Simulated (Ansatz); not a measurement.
**Hypothetical Fm-3m MoTe2: 5 layers**

The reference is MoTe₂ (space group Fm-3m, No. 225; a = 6.561 Å; a hypothetical phase, not in the database extracts checked). Axes: x, y, z lie along the cube axes.

Perturbation: a free-standing slab of 5 layers (15 atoms, 3 a layer) is cut normal to [111], with 15 Å of vacuum and the in-plane cell held at bulk.

Computed with PBEsol/PAW in Ansatz (an electronic-structure program), without spin-orbit coupling. Γ-centred 12×12×1 mesh, Fermi–Dirac width 0.05 eV, for the changed cell.

```csv
quantity,base,changed,shift
layer's space group (with vacuum),–,P-3m1 (No. 164),–
shortest interatomic distance,2.841 Å,2.717 Å,-0.124 Å
band gap,zero,zero,–
excess energy per area of both faces (slab less bulk energy over the cell's area: twice a surface energy) (uncertain by up to 0.1 J/m²),–,0.8 J/m²,–
thickness between the outermost nuclei,–,16.88 Å,–
change of the spacing d23 from its bulk value of 0.947 Å,–,-10.8 %,–
```

Final structure:

```
CELL_PARAMETERS angstrom
      4.63916     0.00000     0.00000
      2.31958     4.01763     0.00000
      0.00000     0.00000    32.04535
ATOMIC_POSITIONS crystal
  Te 0.66667 0.16667 0.23658
  Mo 0.33333 0.83333 0.26619
  Te 0.00000 0.50000 0.29254
  Te 0.33333 0.83333 0.35096
  Mo 0.00000 0.50000 0.38048
  Te 0.66667 0.16667 0.41169
  Te 0.00000 0.50000 0.47013
  Mo 0.66667 0.16667 0.50000
  Te 0.33333 0.83333 0.52987
  Te 0.66667 0.16667 0.58831
  Mo 0.33333 0.83333 0.61952
  Te 0.00000 0.50000 0.64904
  Te 0.33333 0.83333 0.70746
  Mo 0.00000 0.50000 0.73381
  Te 0.66667 0.16667 0.76342
```

Cost of the whole job for the changed cell (relaxation, final SCF and bands): very roughly 14 core-minutes.

The excess energy carries the mismatch between the slab's and the bulk's meshes. Spin-orbit coupling, missing from the scalar runs, can matter with Te. Stability against distortions was not tested. All final runs are without spin polarisation. MoTe2 has a high density of states at the Fermi level and may be magnetic at this level.
